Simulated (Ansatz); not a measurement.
Structures of equal composition on the (111)B surface of 3C silicon carbide (C plane on top): (√3x√3)R30° Ga adatom at H3; (√3x√3)R30° Ga adatom at T4. The slabs share one bottom face, and each structure is named by its start. These are constructed structures in small cells; real faces may alloy, dewet or reconstruct in larger ones, and not all known structures of the face are among them. Slabs of about 11 Å, Fermi-Dirac smearing of 0.025 eV. Bottom of the slabs: H caps. Relaxed from the named starts with such symmetry as they have, on meshes of like density; energies extrapolated to zero smearing; spin only where a row says so; no spin-orbit coupling, no U. Brackets mark spin-polarised runs, whose order is one that fits the cell. Where a second, spin-polarised start was run, the lower counts.

Computed with HSE06, at the PBE geometry (plane waves to 420 eV, PAW; Ansatz, an electronic-structure program).

Task: Put the candidates in order of energy per 1x1 cell, lowest first, for HSE06, at the PBE geometry.

Result: (√3x√3)R30° Ga adatom at H3 (0.000 eV), (√3x√3)R30° Ga adatom at T4 (0.206 eV)
